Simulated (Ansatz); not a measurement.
The reference is MoTe₂ (space group P6_3/mmc, No. 194; a = 3.434 Å, c = 13.329 Å; layered, stacked along the Cartesian z axis). Axes: x lies along a and z along c of the hexagonal cell.

Computed with plane-wave PAW DFT at the PBEsol-D3(BJ) level (Ansatz, a first-principles code, 420 eV), no spin-orbit coupling.

The change: every lattice vector is stretched by 1.80 %, atoms relaxed at fixed cell.

Q: Predict the stress tensor and what it implies for the stiffness.

A: Stress of the strained cell less that of the base (GPa, compression positive):
```
  -3.39    0.00    0.00
   0.00   -3.39    0.00
   0.00    0.00   -2.14
```

Then B = −ΔP/(ΔV/V₀) with ΔV/V₀ = 0.0550 gives secant stiffness values (nonlinear terms included at this strain): B (at held cell shape, above the free-shape value) ≈ 54 GPa.

As a check, the harmonic strain energy −½ V₀ Δσ:ε is 11 meV/atom; the computed energy rise is 12 meV/atom.

Stability against distortions was not tested.
